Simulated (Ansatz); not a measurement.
The reference is Os in the hcp (Mg type) structure (space group P6_3/mmc, No. 194; a = 2.7549 Å, c = 4.3443 Å).

Structures relaxed with DFT with PBE, PAW potentials and a 420 eV plane-wave cutoff in Ansatz (a quantum-chemistry and plane-wave program), no SOC.

Base:

Simulated powder pattern, Cu Kα1, λ = 1.54056 Å (kinematic, ideal powder, no thermal factors, no anomalous dispersion; the 14 strongest lines at most, above 2 %, up to 2θ = 90°):

```csv
2θ (°),I/Imax (%),hkl
37.67,24,(100)
41.54,25,(002)
43.23,100,(101)
57.32,15,(102)
68.00,18,(110)
76.96,19,(103)
80.44,2.9,(200)
82.93,22,(112)
84.08,16,(201)
```

Now apply this change: a hydrostatic pressure of 30 GPa.

**Question.** Predict the new powder pattern.

**Answer.** 
Simulated powder pattern, Cu Kα1, λ = 1.54056 Å (kinematic, ideal powder, no thermal factors, no anomalous dispersion; the 14 strongest lines at most, above 2 %, up to 2θ = 90°):

```csv
2θ (°),I/Imax (%),hkl
38.56,24,(100)
42.40,25,(002)
44.23,100,(101)
58.65,15,(102)
69.77,18,(110)
78.85,19,(103)
82.66,2.9,(200)
85.17,22,(112)
86.43,16,(201)
```

The indices refer to the base's conventional cell; one index is shown for lines that coincide.

Load acts through the strain it causes; cell and atoms are relaxed under it. No phonon test of stability was made. No other phases were tried under pressure. All final runs are without spin polarisation.
